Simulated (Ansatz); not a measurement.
Consider this model of amorphous Zn₁₂As₁₂Te₃₆.

```
CELL_PARAMETERS angstrom
     11.68350     0.30291     0.25626
      0.30291    12.00510    -0.00191
      0.25626    -0.00191    12.57541
ATOMIC_POSITIONS crystal
  Zn 0.57008 0.57297 0.03081
  Zn 0.05370 0.54456 0.52318
  Zn 0.94379 0.07972 0.06115
  Zn 0.99762 0.76536 0.13386
  Zn 0.20377 0.00931 0.79626
  Zn 0.69198 0.88269 0.10630
  Zn 0.37580 0.41928 0.98531
  Zn 0.17511 0.43767 0.79057
  Zn 0.35597 0.85206 0.25901
  Zn 0.20647 0.28996 0.50051
  Zn 0.65547 0.26447 0.09838
  Zn 0.94253 0.08124 0.41916
  As 0.79172 0.99954 0.65457
  As 0.52805 0.01612 0.86428
  As 0.81754 0.18290 0.55962
  As 0.01296 0.75275 0.51301
  As 0.65232 0.42615 0.69918
  As 0.76658 0.68258 0.63845
  As 0.60977 0.57358 0.55731
  As 0.61229 0.77124 0.75933
  As 0.58271 0.95671 0.67165
  As 0.40644 0.84321 0.90918
  As 0.80132 0.53901 0.77932
  As 0.21568 0.83442 0.50768
  Te 0.33806 0.38972 0.62945
  Te 0.75141 0.07493 0.17436
  Te 0.23704 0.58637 0.26623
  Te 0.79898 0.72454 0.22932
  Te 0.24031 0.26744 0.91834
  Te 0.49757 0.53145 0.83300
  Te 0.98365 0.28738 0.99753
  Te 0.03387 0.12475 0.71402
  Te 0.44853 0.11331 0.08178
  Te 0.08153 0.08213 0.23402
  Te 0.28031 0.58429 0.50760
  Te 0.58174 0.99390 0.38487
  Te 0.12805 0.85280 0.27857
  Te 0.36364 0.07972 0.29418
  Te 0.24412 0.35099 0.28140
  Te 0.49450 0.78166 0.09432
  Te 0.02303 0.36598 0.39827
  Te 0.24992 0.97805 0.00868
  Te 0.01699 0.89095 0.96591
  Te 0.24187 0.80576 0.71687
  Te 0.76853 0.80922 0.90683
  Te 0.49260 0.41838 0.16128
  Te 0.62578 0.23563 0.46173
  Te 0.98983 0.77780 0.71972
  Te 0.81659 0.09933 0.84825
  Te 0.79406 0.58570 0.03290
  Te 0.83531 0.88081 0.43367
  Te 0.37979 0.14164 0.75439
  Te 0.15993 0.06965 0.51509
  Te 0.98152 0.42780 0.69091
  Te 0.72195 0.44690 0.41445
  Te 0.08771 0.56122 0.09417
  Te 0.23236 0.60481 0.91898
  Te 0.64328 0.26187 0.88955
  Te 0.46611 0.79943 0.43487
  Te 0.83705 0.38143 0.16018
```

All values below come from PBE-D3(BJ), scalar-relativistic without spin-orbit coupling, PAW (Ansatz default set, large-core Te) (plane waves to 420 eV; Ansatz, an electronic-structure program). Neutral PBE cell, which sets geometry, pressure and energy: sampling: a 2×2×2 Γ-centred mesh; Fermi-Dirac width 0.05 eV; no spin polarisation.

Preparation: random packing, a CHGNet melt and quench, and a DFT relaxation. The hot cell started wider than the set density and was brought back towards it in steps. It is the lowest in DFT energy of 3 quenches. It is a model cell: composition and starting density were chosen by hand, and all elements were melted together. The geometry includes D3(BJ) dispersion. Its density started from a set value of 5.70 and ended at 5.92 g/cm³. The simulated quench (nominally 79 K/ps over its main leg) is rapid and tends to freeze in more defects than a deposited or slowly cooled glass has. A cell of this size samples the disorder only roughly. Volume and shape were free in the relaxation.

Give the pressure and the spacing of the highest filled and lowest empty levels.


```yaml
Pressure on a 2×2×2 Γ-centred mesh: 0.04 GPa
Largest force and stress component on that mesh (the relaxation ran on one k-point at (1/4, 1/4, 1/4)): 0.29 eV/Å and 0.1 GPa
Gap on a 2×2×2 Γ-centred mesh (PBE): within the smearing (under twice its width)
```

At PBE and the zone centre, how localised are the states just below and above the Fermi level (participation number: the atoms over which a state spreads)?

The highest filled state is spread over 20.8 atoms' worth, largest on Te33, with weights by element (charge in smoothed Voronoi cells) Te 0.74, As 0.19, Zn 0.07. The lowest empty state is spread over 27.0 atoms' worth, largest on As24, with weights by element (charge in smoothed Voronoi cells) Te 0.74, As 0.13, Zn 0.13.

The levels at the Fermi energy are partly filled. A closed spacing in one fast-quenched cell at PBE doesn't show the material to be a metal.

Neighbours within Zn-Zn 2.93 Å, Zn-As 2.72 Å, Zn-Te 3.22 Å, As-As 2.84 Å, As-Te 2.90 Å, Te-Te 3.20 Å count as bonded.
